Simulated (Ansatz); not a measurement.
The starting structures come from a database of crystals and need not be the phases stable at ambient conditions.

By PBEsol, the system below comes out a metal.

Without scattering a metal conducts by its projected Fermi surface.

Consider the following.

```
NiSb
1.0
    3.92967     0.00000     0.00000
   -1.96484     3.40319     0.00000
    0.00000     0.00000     5.11619
Ni Sb
2 2
Direct
  0.00000   0.00000   0.00000
  0.00000   0.00000   0.50000
  0.33333   0.66667   0.25000
  0.66667   0.33333   0.75000
```

The cell is taken as given; by PBEsol it stands under a pressure of -2.0 GPa.

The current flows along the normal of the first two printed cell vectors, the (001) plane of the conventional cell. No spin-orbit coupling; the value is a mean over 0.1 eV about the Fermi level.

Problem. State the ballistic conductance per area according to PBEsol run with Ansatz (a program for electronic structure).

Solution. 0.80 × 10¹⁵ S/m² for both spins.
